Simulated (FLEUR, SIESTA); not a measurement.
A SIESTA input for a self-consistent single point of C (Fd-3m, 2 atoms in the cell) (DFT, GGA PBE, numerical atomic orbitals DZP, PseudoDojo PBE standard norm-conserving potentials (rewritten from UPF to PSML)):

```
# files in the folder: C.psml (PseudoDojo PBE standard)
SystemName  C
SystemLabel siesta

NumberOfAtoms                2
NumberOfSpecies              1
%block ChemicalSpeciesLabel
  1 6 C
%endblock ChemicalSpeciesLabel
LatticeConstant              1.0 Ang
%block LatticeVectors
     0.000000000    1.720341000    1.720341000
     1.720341000    0.000000000    1.720341000
     1.720341000    1.720341000    0.000000000
%endblock LatticeVectors
AtomicCoordinatesFormat      Fractional
%block AtomicCoordinatesAndAtomicSpecies
     0.500000000    0.500000000    0.500000000  1
     0.750000000    0.750000000    0.750000000  1
%endblock AtomicCoordinatesAndAtomicSpecies

XC.functional                GGA
XC.authors                   PBE
PAO.BasisSize                DZP
PAO.EnergyShift              0.01 Ry
MeshCutoff                   400 Ry
%block kgrid.MonkhorstPack
   13   0   0  0.0
    0  13   0  0.0
    0   0  13  0.0
%endblock kgrid.MonkhorstPack
OccupationFunction           FD
ElectronicTemperature        580.23 K

MaxSCFIterations             150
SCF.Mixer.Method             Pulay
SCF.Mixer.Weight             0.1
SCF.Mixer.History            6
SCF.DM.Tolerance             1.0E-04
Diag.ParallelOverK           true
WriteForces                  true
Charge.Mulliken              end
```

### Question
Translate this input to FLEUR.

### Answer
This is the input that was run; spellings and numerical settings could be chosen otherwise.

Input of the input generator:

```
C crystal
&input film=f /
0.0000000000 0.7071067812 0.7071067812
0.7071067812 0.0000000000 0.7071067812
0.7071067812 0.7071067812 0.0000000000
4.5975705756
1.0 1.0 1.0

2
6 0.5000000000 0.5000000000 0.5000000000
6 0.7500000000 0.7500000000 0.7500000000

&comp jspins=1 /
&kpt div1=13 div2=13 div3=13 /
&end /
```

```xml
<?xml version="1.0" encoding="UTF-8" standalone="no"?>
<fleurInput fleurInputVersion="0.39">
   <comment>
      C crystal                                                                                           
   </comment>
   <calculationSetup>
      <cutoffs Kmax="4.5" Gmax="13.5" GmaxXC="13.5" numbands="0"/>
      <scfLoop itmax="60" minDistance="0.00001" maxIterBroyd="99" imix="Anderson" alpha="0.05" precondParam="0.0" spinf="2.0"/>
      <coreElectrons ctail="T" frcor="F" kcrel="0" coretail_lmax="0"/>
      <xcFunctional name="pbe" relativisticCorrections="F"/>
      <magnetism jspins="1"/>
      <soc l_soc="F" theta="0.0" phi="0.0" spav="F"/>
      <expertModes spex="0" secvar="F"/>
      <geometryOptimization l_f="T" forcealpha="1.0" forcemix="BFGS" epsdisp="0.00001" epsforce="0.00001"/>
      <ldaU l_linMix="F" mixParam="0.05" spinf="1.0"/>
   </calculationSetup>
   <cell>
      <bzIntegration valenceElectrons="8.0" mode="hist" fermiSmearingEnergy="0.00183747">
         <kPointListSelection listName="default-1"/>
         <!-- k-points included here -->
         <xi:include xmlns:xi="http://www.w3.org/2001/XInclude" href="kpts.xml"> </xi:include>
      </bzIntegration>
      <!-- symmetry operations included here -->
      <xi:include xmlns:xi="http://www.w3.org/2001/XInclude" href="sym.xml"> </xi:include>
      <bulkLattice scale="1.0">
         <bravaisMatrix>
            <row-1>    0.0000000000000000     3.2509733310523474     3.2509733310523474</row-1>
            <row-2>    3.2509733310523474     0.0000000000000000     3.2509733310523474</row-2>
            <row-3>    3.2509733310523474     3.2509733310523474     0.0000000000000000</row-3>
         </bravaisMatrix>
      </bulkLattice>
   </cell>
   <atomSpecies>
      <species name="Carbon (C)" element="C" atomicNumber="6">
         <mtSphere radius="1.34" gridPoints="463" logIncrement="0.022"/>
         <atomicCutoffs lmax="6" lnonsphr="4"/>
         <electronConfig flipSpins="F">
            <coreConfig>(1s1/2)</coreConfig>
            <valenceConfig>(2s1/2) (2p1/2) (2p3/2)</valenceConfig>
            <stateOccupation state="(2p1/2)" spinUp="0.3333333333333" spinDown="0.3333333333333"/>
            <stateOccupation state="(2p3/2)" spinUp="0.6666666666667" spinDown="0.6666666666667"/>
         </electronConfig>
         <energyParameters s="2" p="2" d="3" f="4"/>
      </species>
   </atomSpecies>
   <atomGroups>
      <atomGroup species="Carbon (C)">
         <relPos label="                   1">3.000/8.000 3.000/8.000 3.000/8.000</relPos>
         <relPos label="                   2">-3.000/8.000 -3.000/8.000 -3.000/8.000</relPos>
         <force calculate="T" relaxXYZ="TTT"/>
      </atomGroup>
   </atomGroups>
   <output dos="F" band="F" slice="F">
      <checks vchk="F" cdinf="F"/>
      <bandDOS minEnergy="-.5*Htr" maxEnergy="0.5*Htr" sigma="0.015" storeEVData="T"/>
      <vacuumDOS vacdos="F" integ="F" star="F" nstars="0" locx1="0.0" locy1="0.0" locx2="0.0" locy2="0.0" nstm="0" tworkf="0.0"/>
      <unfoldingBand unfoldBand="F" supercellX="1" supercellY="1" supercellZ="1"/>
      <plotting iplot="0" polar="F">
         <plot TwoD="T" vec1="  1.0  0.0  0.0" vec2="  0.0  1.0  0.0" vec3="  0.0  0.0  1.0" zero="  0.0  0.0  0.0" file="plot"/>
      </plotting>
      <chargeDensitySlicing numkpt="0" minEigenval="0.0" maxEigenval="0.0" nnne="0" pallst="F"/>
      <specialOutput eonly="F"/>
      <magneticCircularDichroism mcd="F" energyLo="-10.0" energyUp="0.0"/>
   </output>
  <!-- We include the file relax.xml here to enable relaxations (see documentation) -->
  <xi:include xmlns:xi="http://www.w3.org/2001/XInclude" href="relax.xml"> <xi:fallback/> </xi:include>
</fleurInput>
```

Basis, cutoffs, solver keys and any potentials are the target program's own. This input uses DFT, PBE, all-electron FLAPW (FLEUR), scalar-relativistic valence. Both were run: gap on the mesh 4.531 eV in SIESTA and 4.407 in FLEUR.

On FLEUR: the starting cell comes from a database of computed structures (which also holds hypothetical and non-ambient phases and stackings), without a prior relaxation at this level. Its lattice was rescaled by a random factor within 2.5 % of one. For this run, on top of that: lattice scaled by 0.98. Values depend on the basis (sphere radii, cutoffs, local orbitals), which need not be converged.

On SIESTA: the starting cell comes from a database of computed structures (which also holds hypothetical and non-ambient phases and stackings), without a prior relaxation at this level. Its lattice was rescaled by a random factor within 2.5 % of one. For this run, on top of that: lattice scaled by 0.98. Values carry the incompleteness of an atom-centred basis. With a pressure of about 69 GPa the cell is away from its equilibrium volume at this level.
